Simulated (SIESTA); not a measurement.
Band structure of C (Fd-3m, 2 atoms in the cell).

```xyz
2
Lattice="0.0000 1.7804 1.7804 1.7804 0.0000 1.7804 1.7804 1.7804 0.0000" Properties=species:S:1:pos:R:3 pbc="T T T"
C      1.7804     1.7804     1.7804
C      2.6706     2.6706     2.6706
```

Computed with GGA PBE, numerical atomic orbitals DZP, PseudoDojo PBE standard norm-conserving potentials (rewritten from UPF to PSML) run with SIESTA 5.4.2.

Settings: XC.functional = GGA; XC.authors = PBE; potentials = PseudoDojo PBE standard; PAO.BasisSize = DZP; PAO.EnergyShift = 0.005 Ry; MeshCutoff = 300 Ry; kgrid.MonkhorstPack = 13 13 13; OccupationFunction = FD; ElectronicTemperature = 10 meV; MaxSCFIterations = 150; SCF.Mixer.Method = Broyden; SCF.Mixer.Weight = 0.25; SCF.Mixer.History = 6; SCF.DM.Tolerance = 1.0E-05.

The starting cell comes from a database of computed structures (which also holds hypothetical and non-ambient phases and stackings), without a prior relaxation at this level. Values carry the incompleteness of an atom-centred basis.

Question: Predict the gap along the standard path and the places of the band edges.

Answer: The gap along the path is 4.28 eV, from Γ to a point between Γ and X; the smallest direct gap on it is 5.70 eV.

Levels in eV from the top of the valence band on the path, bands 1 to 5:
```csv
point,1,2,3,4,5
Γ,-21.49,0.00,0.00,0.00,5.70
X,-12.77,-12.77,-6.30,-6.30,4.92
W,-11.99,-11.99,-8.34,-8.34,10.82
K,-12.99,-11.75,-9.33,-5.36,5.87
L,-15.70,-13.39,-2.82,-2.82,8.64
U,-12.99,-11.75,-9.33,-5.36,5.87
```

Higher empty bands are left out: an atom-centred basis made for the valence describes them poorly.
